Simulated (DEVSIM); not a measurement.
Device: Pt/SiO2/p-Ge capacitor, at 300 K.

Layer 1 from the left is SiO2, thickness (nm) 51.0. Layer 2 from the left is Ge, thickness (nm) 16000, Na (cm⁻³) 1.4e15.

Metal gate on the left, work function 5.6 eV. Fixed charge at the semiconductor interface 1.4e11 cm⁻² (in units of +e); no interface traps.

The device is made up for the run: typed textbook-type constants, with dimensions and the other settings drawn at random. Values at 300 K.

SiO2: gap (eV) 9, affinity (eV) 0.9, permittivity 3.9. Ge: gap (eV) 0.664, affinity (eV) 4, permittivity 16, Nc (cm⁻³) 1.04e19, Nv (cm⁻³) 6e18.

**Question.** Estimate by hand the flat-band voltage, the threshold voltage, and compare with a numerical solution.

**Answer.** 
- Flat-band voltage: C = 0.0677 μF/cm², work-function difference 1.152 V; VFB = φms − qNf/C = 0.82 V; numerical 0.82 V.
- Threshold voltage: φF = 0.109 V, depletion charge √(4εqNφF) = 1.18e-8 C/cm²; VT = VFB + 2φF + Qd/C = 1.21 V; numerical 1.21 V.

Model (solved in DEVSIM): 1D Poisson equation in equilibrium, Boltzmann statistics, complete ionisation; no quantum confinement or tunnelling. Metal contacts follow the ideal Schottky-Mott rule: no Fermi-level pinning, no interface dipoles.
